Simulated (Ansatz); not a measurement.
Base system: Rh in the fcc (Cu type) structure (space group Fm-3m, No. 225; a = 3.830 Å).

All numbers come from PBE (Ansatz, a first-principles code), spin-orbit coupling left out.

One change was made to it. Results:

The density rises by 0.916 g/cm³, from 12.17 g/cm³ to 13.08 g/cm³; the shortest interatomic distance shrinks by 0.122 bohr to 4.996 bohr.

Question: What was done to the base?
A) pressure 4.5 GPa
B) pressure 2.1 GPa
C) pressure 22.5 GPa

Answer: C, pressure 22.5 GPa. For comparison, the density in the other runs: pressure 2.1 GPa gives 12.26 g/cm³; pressure 4.5 GPa gives 12.37 g/cm³.

Load acts through the strain it causes; cell and atoms are relaxed under it. No phonon test of stability was made. Competing high-pressure phases were not computed. The final runs are not spin-polarised.
